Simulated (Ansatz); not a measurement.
Al2Cu (model structure, started from the C15 type, Fd-3m, No. 227, 6 atoms in the cell)

Method: PBEsol in Ansatz (PAW).

Numerical settings: plane-wave cutoff 500 eV, 14×14×14 k mesh, Fermi–Dirac smearing 0.1 eV, no spin polarisation, scalar-relativistic PAW data made under PBE.

Cell (relaxed at this level):

```yaml
crystal:
  lattice:
    - [0.00000, 3.61287, 3.61287]
    - [3.61287, 0.00000, 3.61287]
    - [3.61287, 3.61287, 0.00000]
  atoms:
    - { symbol: Al, position: [0.12500, 0.12500, 0.12500] }
    - { symbol: Al, position: [0.62500, 0.12500, 0.12500] }
    - { symbol: Al, position: [0.12500, 0.62500, 0.12500] }
    - { symbol: Al, position: [0.12500, 0.12500, 0.62500] }
    - { symbol: Cu, position: [0.75000, 0.75000, 0.75000] }
    - { symbol: Cu, position: [0.50000, 0.50000, 0.50000] }
```

| Item | Value |
|---|---|
| band gap | zero (no gap) |

Note: the relaxation could raise the start's symmetry but not lower it, so the cell can be a saddle point.

Computed values are for the static lattice.

Cost on a shared machine: about 70 core-seconds (a rough figure).

A model structure was made by putting elements into a prototype or built by hand; it is no filed structure, need not be a known phase, and can be a saddle point held by its symmetry.

Ansatz is a program for electronic structure.
